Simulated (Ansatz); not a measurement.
**A computed series for HfN: response to strain**

The reference is HfN in the rock salt structure (space group Fm-3m, No. 225; relaxed with 0.1 eV smearing).

```
CELL_PARAMETERS angstrom
      0.00000     2.25092     2.25092
      2.25092     0.00000     2.25092
      2.25092     2.25092     0.00000
ATOMIC_POSITIONS crystal
  Hf 0.00000 0.00000 0.00000
  N  0.50000 0.50000 0.50000
```

Cartesian axes are those of the cell as printed.

Strains are applied to the cell and any free atomic positions relax.

The values are results of PBEsol in Ansatz (plane waves to 420 eV, PAW, scalar-relativistic without spin-orbit coupling), not measurements.

Notes on the quantities. energy relative to the base: free energy F.

```json
[
 {"uniaxial strain ε_zz (%)": "0", "energy relative to the base (meV/atom)": "0.0"},
 {"uniaxial strain ε_zz (%)": "0.5", "energy relative to the base (meV/atom)": "0.5"},
 {"uniaxial strain ε_zz (%)": "1", "energy relative to the base (meV/atom)": "2.2"},
 {"uniaxial strain ε_zz (%)": "1.5", "energy relative to the base (meV/atom)": "4.8"},
 {"uniaxial strain ε_zz (%)": "2", "energy relative to the base (meV/atom)": "?"},
 {"uniaxial strain ε_zz (%)": "2.5", "energy relative to the base (meV/atom)": "12.7"},
 {"uniaxial strain ε_zz (%)": "3", "energy relative to the base (meV/atom)": "17.9"}
]
```

Fit ΔE = Aε² + Bε³ (ε in %) to the rows shown and predict the withheld row.

Least squares on the printed values gives A = 2.27 and B = -0.093 meV/atom (largest residual 0.1 meV/atom); this predicts 8.3 meV/atom, and the run gives 8.3 meV/atom, in agreement.

Whether these cells are dynamically stable was not tested. The final runs are not spin-polarised. An odd electron count without spin: HfN.

Ansatz is an electronic-structure program.
